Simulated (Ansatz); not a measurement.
The structure below was relaxed with PBEsol, PAW, 420 eV (Ansatz, a program for electronic structure; no spin-orbit coupling), at pressure 1.5 GPa.

```yaml
crystal:
  lattice:
    - [0.00000, 1.99066, 1.99066]
    - [1.99066, 0.00000, 1.99066]
    - [1.99066, 1.99066, 0.00000]
  atoms:
    - { symbol: Li, position: [0.00000, 0.00000, 0.00000] }
    - { symbol: F, position: [0.50000, 0.50000, 0.50000] }
```

**Question.** Find the space group and the Wyckoff positions.

**Answer.** Space group Fm-3m (No. 225); a = 3.981 Å, b = 3.981 Å, c = 3.981 Å, α = 90.00°, β = 90.00°, γ = 90.00°

```json
[
 {"atom": "Li", "site": "4a", "symmetry": "m-3m", "x": "0.0000", "y": "0.0000", "z": "0.0000"},
 {"atom": "F", "site": "4b", "symmetry": "m-3m", "x": "0.5000", "y": "0.5000", "z": "0.5000"}
]
```

Load acts through the strain it causes; cell and atoms are relaxed under it. Whether these cells are dynamically stable was not tested. The cell was made from LiF in the rock salt structure (space group Fm-3m, No. 225) by this change: pressure 1.5 GPa.
